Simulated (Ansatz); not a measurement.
For TaGeO3 (model structure, started from the PbTiO3 type, P4mm, No. 99, 5 atoms in the cell), LDA in Ansatz (plane waves, PAW) gives:

- lattice parameter a = 4.023 Å
- c axis length = 3.911 Å
- bulk modulus B0 = 188 GPa
- cohesive energy = 7.25 eV/atom

### Question
What does r²SCAN (plane waves, PAW; Ansatz, an electronic-structure program) give for the same quantities?

### Answer

- lattice constant a: 4.075 Å (rises by 1.3 %)
- lattice parameter c: 3.937 Å (increases by 0.7 %)
- bulk modulus: 179 GPa (drops by 4.8 %)
- cohesive energy: 6.00 eV/atom (decreases by 1.25 eV/atom)

Changes are worked out from the printed values.

Unless a cell is named, each level is at its own relaxed cell (LDA 12.66, r²SCAN 13.07 Å³/atom).

Levels without +SOC leave out spin–orbit coupling, which shifts energies and cells of such heavy elements.

Caveats: the bulk modulus is −V dP/dV from two relaxed cells at ±2 % in volume (LDA, r²SCAN). Ansatz's density-functional and Hartree–Fock values are scalar-relativistic unless marked +SOC, with PAW data made under PBE.

A model structure was made by putting elements into a prototype or built by hand; it is no filed structure, need not be a known phase, and can be a saddle point held by its symmetry.
